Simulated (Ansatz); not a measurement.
Levels about the gap of amorphous Sn$_{18}$Se$_{36}$ (54 atoms in a cell of 1650 Å³, 5.01 g/cm³; zone centre alone, so wide bands show as single levels with stretches between that a denser mesh fills), at the geometry that PBE relaxed, where it gives 0.9 GPa on a denser mesh. The participation number counts the atoms over which a state spreads; weights are charges in smoothed Voronoi cells. The levels come from a single point, so bond lengths are those of that geometry. Method of the levels: PBE, scalar-relativistic without spin-orbit coupling, PAW (Ansatz default set, large-core Se) (Ansatz, a first-principles code). Sampling: the zone centre alone; Fermi-Dirac width 0.05 eV; no spin polarisation.

The cell was made by melting and quenching with the CHGNet potential and then relaxed with DFT. The hot cell started wider than the set density and was brought back towards it in steps. It is the lowest in DFT energy of 4 quenches. It is a model cell: composition and starting density were chosen by hand, and all elements were melted together. No dispersion term was used. Its density started from a set value of 5.01 and ended at 5.01 g/cm³. The simulated quench (nominally 17 K/ps over its main leg) is rapid and tends to freeze in more defects than a deposited or slowly cooled glass has. Values belong to this one cell and scatter from quench to quench. The volume was held where the preparation left it, at a PBE pressure of 0.9 GPa. Stress components on the final sampling reach 1.0 GPa. On a 2×2×2 Γ-centred mesh force components of up to 0.15 eV/Å stay, since the relaxation ran on one k-point at (1/4, 1/4, 1/4).

```tsv
E - E(highest filled), eV	filling	participation number	largest on	weight Se	weight Sn
-0.39	filled	24.8	Se, 2 neighbours	0.81	0.19
-0.38	filled	29.3	Se, 2 neighbours	0.82	0.18
-0.30	filled	31.2	Se, 2 neighbours	0.86	0.14
-0.20	filled	24.9	Se, 2 neighbours	0.81	0.19
-0.19	filled	28.6	Se, 2 neighbours	0.86	0.14
-0.03	filled	8.9	Se, 2 neighbours	0.87	0.13
0.00	filled	22.1	Se, 2 neighbours	0.79	0.21
0.43	empty	18.1	Sn, 5 neighbours	0.73	0.27
0.72	empty	33.1	Se, 3 neighbours	0.72	0.28
0.90	empty	31.9	Se, 2 neighbours	0.70	0.30
0.96	empty	25.6	Sn, 5 neighbours	0.75	0.25
1.04	empty	26.1	Sn, 5 neighbours	0.71	0.29
1.15	empty	24.9	Se, 2 neighbours	0.71	0.29
1.22	empty	29.6	Se, 2 neighbours	0.74	0.26
```

Most localised among these is the filled level at -0.03 eV, on a Se atom, which has 2 neighbours (Sn 2.59 Å, Sn 2.69 Å).
